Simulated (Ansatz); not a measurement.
**A computed series for Al: response to strain**

The parent structure is Al in the fcc (Cu type) structure (space group Fm-3m, No. 225; a = 4.015 Å; relaxed with 0.1 eV smearing). Axes: x, y, z lie along the cube axes.

Strains are applied to the cell and any free atomic positions relax; under biaxial strain the out-of-plane vector relaxes too.

All numbers come from PBEsol (Ansatz, a first-principles code), no SOC.

Notes on the quantities. energy relative to the base: free energy F.

```json
[
 {"biaxial strain, plane normal [111], relaxed out of plane (%)": "-2.5", "energy relative to the base (meV/atom)": "9.3"},
 {"biaxial strain, plane normal [111], relaxed out of plane (%)": "-2.08", "energy relative to the base (meV/atom)": "6.2"},
 {"biaxial strain, plane normal [111], relaxed out of plane (%)": "-1.67", "energy relative to the base (meV/atom)": "?"},
 {"biaxial strain, plane normal [111], relaxed out of plane (%)": "-1.25", "energy relative to the base (meV/atom)": "2.1"},
 {"biaxial strain, plane normal [111], relaxed out of plane (%)": "-0.83", "energy relative to the base (meV/atom)": "0.9"},
 {"biaxial strain, plane normal [111], relaxed out of plane (%)": "-0.42", "energy relative to the base (meV/atom)": "0.2"},
 {"biaxial strain, plane normal [111], relaxed out of plane (%)": "0", "energy relative to the base (meV/atom)": "0.0"}
]
```

Problem. Fit ΔE = Aε² + Bε³ (ε in %) to the rows shown and predict the withheld row.

Solution. Least squares on the printed values gives A = 1.19 and B = -0.12 meV/atom (largest residual 0.0 meV/atom); this predicts 3.9 meV/atom, and the run gives 3.8 meV/atom, in agreement.

No phonon test of stability was made.
